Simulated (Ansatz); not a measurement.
Take AgI in the wurtzite structure (space group P6_3mc, No. 186; a = 4.6852 Å, c = 7.6621 Å) as the base.

Computed with Ansatz (an electronic-structure program), PBE, PAW, cutoff 420 eV, no spin-orbit coupling.

For the base:

- Lattice parameter a: 4.685 Å
- Valence-band top at Γ: 0.00, 0.00, -0.06 eV

Perturbation: a hydrostatic pressure of 3 GPa.

**Question.** Estimate the effect on the lattice parameter a, mean gap deformation potential ΔEg/Δln V and valence-band top at Γ.

**Answer.** The lattice parameter a falls by 0.149 Å, from 4.685 Å to 4.536 Å; the mean gap deformation potential ΔEg/Δln V amounts to 0.0 eV; the valence-band top at Γ (three highest levels, from the VBM) becomes 0.00, 0.00, -0.07 eV (base: 0.00, 0.00, -0.06 eV).

Spin-orbit coupling, missing from the scalar runs, can matter with I. Load acts through the strain it causes; cell and atoms are relaxed under it. Stability against distortions was not tested. Tetrahedral semiconductors of this kind turn to denser phases somewhere between about 1 and 50 GPa; those were not computed, so compressed cells here can lie past the real transition.
